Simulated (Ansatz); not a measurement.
The reference is HfO2 (space group P2_1/c, No. 14).

```
CELL_PARAMETERS angstrom
      5.11406     0.00000     0.00000
      0.00000     5.18158     0.00000
     -0.87114     0.00000     5.22313
ATOMIC_POSITIONS crystal
  Hf 0.27621 0.04185 0.20822
  Hf 0.72379 0.54185 0.29178
  Hf 0.72379 0.95815 0.79178
  Hf 0.27621 0.45815 0.70822
  O  0.07006 0.33377 0.34402
  O  0.92994 0.83377 0.15598
  O  0.92994 0.66623 0.65598
  O  0.07006 0.16623 0.84402
  O  0.44796 0.75767 0.47851
  O  0.55204 0.25767 0.02149
  O  0.55204 0.24233 0.52149
  O  0.44796 0.74233 0.97851
```

Cartesian axes are those of the cell as printed.

The values are results of r2SCAN/PAW in Ansatz (a quantum-chemistry and plane-wave program), without spin-orbit coupling, not measurements.

Modification: every lattice vector is stretched by 2.18 %, atoms relaxed at fixed cell.

Q: Predict the stress tensor and what it implies for the stiffness.

A: Stress of the strained cell less that of the base (GPa, compression positive):
```
 -12.12    0.00   -0.80
   0.00  -13.83    0.00
  -0.80    0.00  -11.00
```

Then B = −ΔP/(ΔV/V₀) with ΔV/V₀ = 0.0668 gives secant stiffness values (nonlinear terms included at this strain): B (at held cell shape, above the free-shape value) ≈ 184 GPa.

As a check, the harmonic strain energy −½ V₀ Δσ:ε is 29 meV/atom; the computed energy rise is 32 meV/atom.

No phonon test of stability was made.
